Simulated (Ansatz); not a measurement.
Take GaN in the zinc blende structure (space group F-43m, No. 216; a = 4.4554 Å) as the base. Axes: x, y, z lie along the cube axes.

Computed with DFT with LDA, PAW potentials and a 420 eV plane-wave cutoff in Ansatz (a program for electronic structure), no spin-orbit coupling.

For the base:

```
Item                Result
-------------  -----------
Gap character  direct at Γ
Band gap           1.96 eV
```

Now apply this change: tensile biaxial strain of 1.50 % in the plane normal to [001], as in epitaxy on a mismatched substrate; the out-of-plane cell vector and the atoms relax.

Problem. What does the calculation give for the gap character after the change?

Solution. The gap character remains direct at Γ.

Problem. How does this affect the hole mass?

Solution. The hole mass is 0.20 mₑ out of plane, 1.4 mₑ in plane (at Γ).

Problem. What does the calculation give for the band gap after the change?

Solution. The band gap shrinks by 0.18 eV, from 1.96 eV to 1.78 eV.

Problem. What happens to the ratio −ε⊥/ε∥?

Solution. The ratio −ε⊥/ε∥ comes out as 1.12.

Effective masses come from finite differences of ±0.01 Å⁻¹. Stability against distortions was not tested. This is not the structure that GaN has at room temperature and ambient pressure. k-point labels follow each cell's own Brillouin zone.
